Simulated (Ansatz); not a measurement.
Levels about the gap of amorphous Hf$_{18}$O$_{39}$Al$_{2}$ (59 atoms in a cell of 755 Å³, 8.56 g/cm³; zone centre alone, so wide bands show as single levels with stretches between that a denser mesh fills), at the geometry that PBE relaxed, where it gives -0.3 GPa on a denser mesh. The participation number counts the atoms over which a state spreads; weights are charges in smoothed Voronoi cells. The levels come from a single point, so bond lengths are those of that geometry. Method of the levels: r2SCAN, scalar-relativistic without spin-orbit coupling (Ansatz, a first-principles code). Sampling: the zone centre alone; Fermi-Dirac width 0.02 eV; no spin polarisation. At PBE the levels at the filled edge of the gap are localised (band-tail or defect states), and the nearest spread-out levels lie 4.1 eV apart at the zone centre.

The cell was made by melting and quenching with the CHGNet potential and then relaxed with DFT. O atoms were pushed apart under 1.9 Å during the dynamics, to hinder bonds among them. The hot cell started wider than the set density and was brought back towards it in steps. It is the lowest in DFT energy of 2 quenches. It is a model cell: composition and starting density were chosen by hand, and all elements were melted together. No dispersion term was used. Its density started from a set value of 8.56 and ended at 8.56 g/cm³. Cooling (nominally 300 K/ps over its main leg) ran many orders faster than in experiment, which tends to leave more defects and strain. A cell of this size samples the disorder only roughly. The volume was held where the preparation left it and the shape relaxed, at a PBE pressure of -0.3 GPa (tension).

| E - E(highest filled), eV | filling | participation number | largest on | weight O | weight Hf | weight Al |
|---|---|---|---|---|---|---|
| -0.56 | filled | 20.9 | O, 3 neighbours | 0.95 | 0.05 | 0.00 |
| -0.46 | filled | 22.4 | O, 3 neighbours | 0.94 | 0.06 | 0.00 |
| -0.36 | filled | 18.4 | O, 3 neighbours | 0.95 | 0.05 | 0.01 |
| -0.28 | filled | 12.5 | O, 3 neighbours | 0.95 | 0.05 | 0.01 |
| -0.24 | filled | 11.1 | O, 3 neighbours | 0.95 | 0.05 | 0.00 |
| -0.08 | filled | 7.4 | O, 3 neighbours | 0.94 | 0.05 | 0.01 |
| 0.00 | filled | 7.4 | O, 3 neighbours | 0.96 | 0.04 | 0.00 |
| 4.28 | empty | 17.4 | Hf, 5 neighbours | 0.44 | 0.55 | 0.01 |
| 4.38 | empty | 12.4 | Hf, 6 neighbours | 0.41 | 0.59 | 0.00 |
| 4.51 | empty | 24.1 | Hf, 5 neighbours | 0.39 | 0.60 | 0.00 |
| 4.59 | empty | 22.7 | Hf, 7 neighbours | 0.38 | 0.61 | 0.00 |
| 4.65 | empty | 23.2 | Hf, 5 neighbours | 0.37 | 0.63 | 0.00 |
| 4.84 | empty | 20.4 | Hf, 6 neighbours | 0.36 | 0.64 | 0.00 |
| 4.88 | empty | 26.9 | Hf, 6 neighbours | 0.36 | 0.63 | 0.00 |

Most localised among these is the filled level at -0.08 eV, on a O atom, which has 3 neighbours (Al 1.88 Å, Hf 2.11 Å, Hf 2.12 Å).
